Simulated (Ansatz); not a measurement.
# ZnS under a change: isotropic strain −1.00 %

Base system: ZnS in the zinc blende structure (space group F-43m, No. 216; a = 5.297 Å).

Perturbation: an isotropic linear strain of −1.00 %, atoms relaxed at fixed cell.

Computed with LDA in Ansatz (plane waves to 420 eV, PAW, no spin-orbit coupling). Settings: 11×11×11 k-points, 0.05 eV Fermi–Dirac smearing.

* **Volume per atom**: 18.02 Å³ (base 18.58 Å³)
* **Space group**: F-43m (No. 216) (base F-43m (No. 216))
* **Shortest interatomic distance**: 227.1 pm (base 229.4 pm)
* **Energy relative to the base (free energy F)**: +4.7 meV/atom
* **Band gap**: 2.26 eV (base 2.13 eV)
* **Gap character**: direct at Γ (base direct at Γ)
* **Mean gap deformation potential ΔEg/Δln V**: -4.6 eV
* **Width of the top valence band**: 3.14 eV (base 3.01 eV)
* **Electron mass**: 0.17 mₑ (at Γ) (base 0.17 mₑ (at Γ))
* **Hole mass (degenerate bands, along [100])**: 0.19, 0.61, 0.61 mₑ (at Γ) (base 0.18, 0.63, 0.63 mₑ (at Γ))
* **Valley order (the lowest conduction-band minima on the path, energy above the VBM, named in the base's zone)**: Γ 2.26 eV; X along ⟨100⟩ 2.98 eV; L along ⟨111⟩ 3.26 eV (base Γ 2.13 eV; X along ⟨100⟩ 3.05 eV; L along ⟨111⟩ 3.20 eV)

Cost of the whole job for the changed cell (relaxation, final SCF and bands): about 9 core-seconds (a rough figure).

Effective masses come from finite differences of ±0.01 Å⁻¹. No phonon test of stability was made.

Ansatz is a quantum-chemistry and plane-wave program.
